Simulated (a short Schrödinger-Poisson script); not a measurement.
## Symmetric double-gate stack, Al2O3 on p-type Si(100)

Structure: symmetric double-gate stack, Al2O3 on p-type Si(100), at 300 K.

```csv
layer,material,thickness (nm),Na (cm⁻³)
1,Al2O3,5.6,-
2,Si,10,2e18
3,Al2O3,5.6,-
```

The device is made up for the run: typed textbook-type constants, with dimensions and the other settings drawn at random. Al2O3: permittivity 9, conduction-band edge (eV) 2.7, gap (eV) 6.8, electron mass (mₑ) 0.3. Si: permittivity 11.7, conduction-band edge (eV) 0, gap (eV) 1.124, Nv at 300 K (cm⁻³) 3.1e19.

Channel valleys (confinement mass, in-plane density-of-states mass, number): Δ2 0.916, 0.19, 2; Δ4 0.19, 0.417, 4. At the gates, both at one voltage, the conduction-band edge of layer 1 lies 3.05 eV − eVg above the Fermi level of the channel. Gaps are held at their typed values at every temperature. Mesh 0.03 nm at interfaces.

Solved with a short Schrödinger-Poisson script written for these runs: 1D Poisson equation in equilibrium, electrons quantum, Hartree (BenDaniel-Duke, 12 states a valley, the channel's in-plane mass for all, wave functions ending at the dielectric), parabolic valleys, classical holes, full ionisation, no traps, pinning or gate leakage.

| Vg (V) | electrons (cm⁻²) | C (μF/cm²) | Δ2 E0 (meV) | Δ2 E1 (meV) | Δ4 E0 (meV) | Δ4 E1 (meV) |
|---|---|---|---|---|---|---|
| 0.1 | 3.95e6 | < 0.003 | 399.0 | 405.7 | 415.8 | 469.3 |
| 0.2 | 1.89e8 | < 0.003 | 299.0 | 305.7 | 315.8 | 369.3 |
| 0.3 | 8.82e9 | 0.0543 | 199.6 | 206.3 | 216.4 | 269.9 |
| 0.4 | 2.26e11 | 0.854 | 115.7 | 121.7 | 132.9 | 185.6 |
| 0.5 | 1.04e12 | 1.64 | 75.3 | 79.4 | 94.4 | 144.3 |
| 0.6 | 2.17e12 | 1.93 | 54.7 | 57.0 | 77.2 | 123.9 |
| 0.7 | 3.42e12 | 2.07 | 40.5 | 41.8 | 67.2 | 111.1 |
| 0.8 | 4.74e12 | 2.16 | 29.3 | 30.1 | 60.6 | 102.0 |
| 0.9 | 6.11e12 | 2.22 | 19.9 | 20.4 | 55.8 | 95.1 |
| 1 | 7.51e12 | 2.27 | 11.8 | 12.1 | 52.1 | 89.6 |
| 1.1 | 8.93e12 | 2.30 | 4.6 | 4.8 | 49.1 | 85.0 |
| 1.2 | 1.04e13 | 2.33 | -2.0 | -1.9 | 46.6 | 81.1 |
| 1.3 | 1.18e13 | 2.36 | -8.1 | -8.0 | 44.5 | 77.7 |
| 1.4 | 1.33e13 | 2.37 | -13.8 | -13.7 | 42.6 | 74.7 |
| 1.5 | 1.48e13 | 2.39 | -19.1 | -19.1 | 40.9 | 72.0 |
| 1.6 | 1.63e13 | 2.40 | -24.2 | -24.2 | 39.4 | 69.5 |
| 1.7 | 1.78e13 | 2.42 | -29.1 | -29.1 | 38.0 | 67.2 |
| 1.8 | 1.93e13 | 2.43 | -33.8 | -33.8 | 36.6 | 65.0 |

Gate voltages with under 1e6 electrons/cm² are left out.

Subbands count from the Fermi level. The capacitance is that of both gates.
